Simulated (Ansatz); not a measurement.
Take ZnCu₂SnS₄ (space group I-4, No. 82; a = 5.374 Å, c = 10.755 Å) as the base.

All numbers come from plane-wave PAW DFT at the PBEsol level (Ansatz, a quantum-chemistry and plane-wave program, 420 eV), no SOC.

Before the change:

| Property | Value |
|---|---|
| Pressure | -0.01 GPa |

It is then changed as follows: the cell is scaled by 0.9925 in all directions, atoms relaxed at fixed cell.

What does the calculation give for the pressure and energy relative to the base after the change?

The pressure (mean of the normal stresses, compression positive) grows by 1.91 GPa, from -0.01 GPa to 1.90 GPa; the energy grows by 2.5 meV/atom.

The cells carry an imposed strain or load. Stability against distortions was not tested. The final runs are not spin-polarised.
